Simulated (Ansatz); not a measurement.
Ansatz (a first-principles code) run on a (100) slab of PbO (cut from a parent of space group no. 129; 8 atoms in the cell): self-consistent single point.

Method: PBEsol, default PAW files made with PBE (plane waves; Ansatz).

```xyz
8
Lattice="4.0923 0.0000 0.0000 0.0000 5.3818 0.0000 0.0000 0.0000 17.9993" Properties=species:S:1:pos:R:3 pbc="T T T"
Pb     0.0000     1.2161     6.0000
Pb     2.0461     4.1657     7.9998
Pb     0.0000     1.2161     9.9995
Pb     2.0461     4.1657    11.9993
O      2.0461     0.0000     6.0000
O      0.0000     0.0000     7.9998
O      2.0461     0.0000     9.9995
O      0.0000     0.0000    11.9993
```

Reference input (self-consistent single point, DFT, PBEsol, plane waves, default PAW files made with PBE): kpoints.mp_grid.grid = 5 4 1; hamiltonian.xc = pbesol; hamiltonian.pseudopotentials = {kind: paw} (the program's default PAW files); scf.occupations.method = gaussian; scf.occupations.width = 0.0037 Ry; efield.axis = 3; efield.dipole_correction = true. This run's input differs from it in these lines:

Ansatz 0.2 input:
```diff
@@ -15,2 +15,4 @@
     - { symbol: O, position: [0.000000, 0.000000, 0.666654] }
+basis:
+  ecutwfc: 40.1 Ry
 kpoints:
```

Log, with long lists cut:

```
SCF iter   1: F=—  HF=-49260.133048 eV  |F-HF|=—  |Δ(HF+E_count)|=         —  Δρ=8.63e-3  dr2=2.99e-1  ethr=1.77e-3  p=0.000 e·Å  D=7.56e-14 V/Å  ΔV_dip=-0.00 eV  dr2_dipole=8.59e-10  V_vac-E_F(+/−)=3.92/3.92 eV  ⟨swp⟩=8.1  Hψ=2047  notcnv=0  defer=1
all-band conjugate gradients solve this SCF's bands
efield: sawtooth ramp at fractional position 0.9500 (placed from the atoms, in the widest stretch of the axis that holds none …
   [... lines left out ...]
WARN: efield: at this solve's end the planar-averaged density reaches 1.02e-5 e/Å³ inside the ramp window [0.8944, 0.1056] (bound 1e-5 e/Å³) …
SCF 1 converged in 10 iterations: F = -49260.084543 eV  dr2 = 9.31e-9
Free energy (F): -49260.084543 eV
Internal energy: -49260.084543 eV  (E = F + TS)
E sigma→0 (E₀):  -49260.084543 eV
Fermi energy:    1.275637 eV
Dipole field:    D = -0.000016 V/Å  (p = -0.000035 e·Å, saw-weighted, corrected)
Work function:   Φ+ = 3.8599 eV   Φ− = 3.8597 eV
Levels:          The Fermi level and band energies are counted from a zero that moves with the ramp; work functions are not
Vacuum region:   at the solve's end the planar-averaged density reaches 1.02e-5 e/Å³ inside the ramp window [0.8944, 0.1056] (bound 1e-5 e/Å³)
--- Forces (eV/Å), atoms counted from 1 ---
  atom   1  Pb     0.00000000    -1.49685420     0.83541444
  atom   2  Pb     0.00000000     0.90839196    -0.55299365
  atom   3  Pb     0.00000000    -0.90839678     0.55295352
  atom   4  Pb     0.00000000     1.49686572    -0.83542762
  atom   5  O      0.00000000     0.61580609     0.27875963
  atom   6  O      0.00000000     0.23620791    -0.16438975
  atom   7  O      0.00000000    -0.23620365     0.16443051
  atom   8  O      0.00000000    -0.61581973    -0.27875997
```

The run converged in 10 iterations. Against the reference run the free energy falls by 3.3 meV/atom, the largest force stays at 1.714 eV/Å and the gap on the mesh stays at 1.706 eV.

The starting cell comes from a database of computed structures (which also holds hypothetical and non-ambient phases and stackings), without a prior relaxation at this level. The slab is cut from that crystal, and its faces are unrelaxed. Its lattice was rescaled in the plane by a random factor within 2.5 % of one. Spin-orbit coupling is off. Spin polarisation is off, though cut faces can carry moments; a gap of a slab can lie between surface states. Forces in this geometry exceed 1 eV/Å.
